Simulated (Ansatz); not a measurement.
# Response to strain in Ru

Take Ru in the hcp (Mg type) structure (space group P6_3/mmc, No. 194; relaxed with 0.1 eV smearing) as the base.

```
Ru
1.0
    2.70429     0.00000     0.00000
   -1.35214     2.34198     0.00000
    0.00000     0.00000     4.26291
Ru
2
Direct
  0.66667   0.33333   0.75000
  0.33333   0.66667   0.25000
```

Cartesian axes are those of the cell as printed.

Strains are applied to the cell and any free atomic positions relax.

The values are results of plane-wave PAW DFT at the r2SCAN level (Ansatz, a quantum-chemistry and plane-wave program, 500 eV), scalar-relativistic without spin-orbit coupling, not measurements.

Notes on the quantities. energy relative to the base: free energy F; pressure: mean of the normal stresses, compression positive.

```tsv
case	energy relative to the base	pressure	shortest interatomic distance
base	0 meV/atom	0.0 GPa	2.642 Å
uniaxial strain ε_xx = +0.50 %	+0.6 meV/atom	-1.6 GPa	2.643 Å
uniaxial strain ε_xx = +1.00 %	+2.5 meV/atom	-3.2 GPa	2.644 Å
uniaxial strain ε_xx = +1.50 %	…	…	…
uniaxial strain ε_xx = +2.00 %	+9.6 meV/atom	-6.1 GPa	2.646 Å
uniaxial strain ε_xx = +2.50 %	+15 meV/atom	-7.5 GPa	2.647 Å
uniaxial strain ε_xx = +3.00 %	+21 meV/atom	-8.8 GPa	2.648 Å
```

Problem. Fill in the withheld entries from the trend.

Solution. 
- uniaxial strain ε_xx = +1.50 %, energy relative to the base: +5.5 meV/atom
- uniaxial strain ε_xx = +1.50 %, pressure: -4.7 GPa
- uniaxial strain ε_xx = +1.50 %, shortest interatomic distance: 2.645 Å

No phonon test of stability was made. The final runs are not spin-polarised.
